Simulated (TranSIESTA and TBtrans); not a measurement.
Run with TranSIESTA and TBtrans (open boundaries, self-consistent; PseudoDojo norm-conserving potentials, scalar-relativistic): PAO.BasisSize DZP, PAO.EnergyShift 0.15 eV, XC.Authors PBE, Mesh.Cutoff 200 Ry, ElectronicTemperature 300 K, TS.Voltage 0.0 eV, TBT.Elecs.Eta 0.001 eV, no spin polarisation.

System: In chain with one H atom inserted. Leads: straight In chain, spacing 3.074 Å. Geometry: 3 atoms about the centre moved by SIESTA (PBE, DZP) to a largest force of 0.02 eV/Å, all others as built, motion along the axis alone.

Problem. Give the largest eigenchannel transmissions at the Fermi level (four at most) and the total.

Solution. 0.93, 0.93, 0.82; total 2.69. The straight chain is held at its spacing; free chains may zigzag or dimerise. No spin-polarised start was tried, so a magnetic state, if there is one, is missed.
